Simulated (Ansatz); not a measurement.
Ta2N: response to strain

Base system: Ta2N in the anti-CdI2 type structure (space group P-3m1, No. 164; a = 3.065 Å, c = 4.889 Å; relaxed with 0.1 eV smearing). Axes: x lies along a and z along c of the hexagonal cell.

Strains are applied to the cell and any free atomic positions relax; under stress the whole cell relaxes.

Calculations: r2SCAN+rVV10/PAW in Ansatz (a quantum-chemistry and plane-wave program), spin-orbit coupling left out.

Notes on the quantities. energy relative to the base: free energy F; pressure: mean of the normal stresses, compression positive.

```json
[
 {"change": "base", "energy relative to the base": "0 meV/atom", "pressure": "0.0 GPa", "shortest interatomic distance": "2.171 Å", "space group": "P-3m1 (No. 164)"},
 {"change": "isotropic strain +0.90 %", "energy relative to the base": "+8.7 meV/atom", "pressure": "-7.5 GPa", "shortest interatomic distance": "2.188 Å", "space group": "P-3m1 (No. 164)"},
 {"change": "isotropic strain +4.00 %", "energy relative to the base": "+155 meV/atom", "pressure": "-26.9 GPa", "shortest interatomic distance": "2.241 Å", "space group": "P-3m1 (No. 164)"},
 {"change": "uniaxial strain ε_xx = +1.49 %", "energy relative to the base": "+4.2 meV/atom", "pressure": "-4.1 GPa", "shortest interatomic distance": "2.170 Å", "space group": "C2/m (No. 12)"},
 {"change": "uniaxial strain ε_yy = +0.59 %", "energy relative to the base": "+0.7 meV/atom", "pressure": "-1.7 GPa", "shortest interatomic distance": "2.173 Å", "space group": "C2/m (No. 12)"},
 {"change": "uniaxial strain ε_zz = +0.19 %", "energy relative to the base": "+0.1 meV/atom", "pressure": "-0.6 GPa", "shortest interatomic distance": "2.173 Å", "space group": "P-3m1 (No. 164)"},
 {"change": "uniaxial strain ε_zz = +5.38 %", "energy relative to the base": "+47 meV/atom", "pressure": "-14.1 GPa", "shortest interatomic distance": "2.212 Å", "space group": "P-3m1 (No. 164)"},
 {"change": "uniaxial stress, 0.5 GPa compression along x", "energy relative to the base": "0.0 meV/atom", "pressure": "–", "shortest interatomic distance": "2.171 Å", "space group": "C2/m (No. 12)"},
 {"change": "tensor shear ε_yz = +0.15 %", "energy relative to the base": "0.0 meV/atom", "pressure": "0.0 GPa", "shortest interatomic distance": "2.171 Å", "space group": "C2/m (No. 12)"},
 {"change": "tensor shear ε_xz = −0.42 %", "energy relative to the base": "+0.4 meV/atom", "pressure": "0.0 GPa", "shortest interatomic distance": "2.168 Å", "space group": "P-1 (No. 2)"}
]
```

Beyond what the load breaks, stability against distortions was not tested. The final runs are not spin-polarised. An odd electron count without spin: Ta2N.
